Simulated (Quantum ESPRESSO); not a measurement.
Quantum ESPRESSO 7.5, DFT, PBE, plane waves, SSSP 1.1.2 efficiency PBE: Al(111) slab of 5 layers, 1x1 (Al5), unrelaxed, 5 atoms. Basis and mesh were picked for this test and aren't claimed converged.

```
Quantity                                            Result
------------------------  --------------------------------
cell                      2.86, 2.86, 23.35 Å; 90, 90, 60°
task                                                   scf
k mesh                                             18×18×1
ecutwfc                                              45 Ry
ecutrho                                             360 Ry
occupations                                       smearing
smearing                                                mv
degauss                                            0.02 Ry
conv_thr                                          5e-09 Ry
tprnfor                                               true
tstress                                              false
diagonalization                            david (default)
mixing_mode                                plain (default)
mixing_beta                                  0.7 (default)
mixing_ndim                                    8 (default)
k-points computed                                       37
bands                                                   12
electrons                                               15
G-vectors of the density                            129135
FFT grid                                         36×36×270
symmetry operations                                     12
```

Machine A. It runs on a single node (AMD EPYC (Zen 5), 96 cores on 1 socket, no SMT, 12 L3 cache groups).

Machine B. Machine: one whole node, Intel Xeon 6 (Granite Rapids), 96 cores on 1 socket, 2 hardware threads a core, 3 L3 cache groups, 3 NUMA nodes.

Each time is the median wall time of two to five repeats, run one at a time on the otherwise empty machine; start-up is included. Processes are pinned to neighbouring cores unless said otherwise. The times hold for this build (conda-forge: Open MPI 5.0, OpenMP, OpenBLAS 0.3.34 (pthreads), FFTW, ScaLAPACK, ELPA). Scratch files lie in a memory file system.

All on 96 ranks. On machine A:

```csv
run,wall time on A
-nk 8,3.2 s
-nk 2,4.6 s
-nk 1,5.8 s
-nk 16,4.1 s
-nk 48,6.3 s
-nk left out (the program takes 1),5.5 s
-nk 12,3.5 s
-nk 32,6.3 s
```

### Question
How long do the same runs take on the second machine?

### Answer
```json
[
 {"run": "-nk 8", "A": "3.2 s", "B": "2.9 s", "B over A": "0.90"},
 {"run": "-nk 2", "A": "4.6 s", "B": "3.6 s", "B over A": "0.80"},
 {"run": "-nk 1", "A": "5.8 s", "B": "4.7 s", "B over A": "0.82"},
 {"run": "-nk 16", "A": "4.1 s", "B": "3.2 s", "B over A": "0.78"},
 {"run": "-nk 48", "A": "6.3 s", "B": "4.6 s", "B over A": "0.73"},
 {"run": "-nk left out (the program takes 1)", "A": "5.5 s", "B": "4.7 s", "B over A": "0.86"},
 {"run": "-nk 12", "A": "3.5 s", "B": "3.2 s", "B over A": "0.93"},
 {"run": "-nk 32", "A": "6.3 s", "B": "4.8 s", "B over A": "0.77"}
]
```

B takes 0.73 to 0.93 times the time of A. The shortest run is -nk 8 on both, with others too close to call.
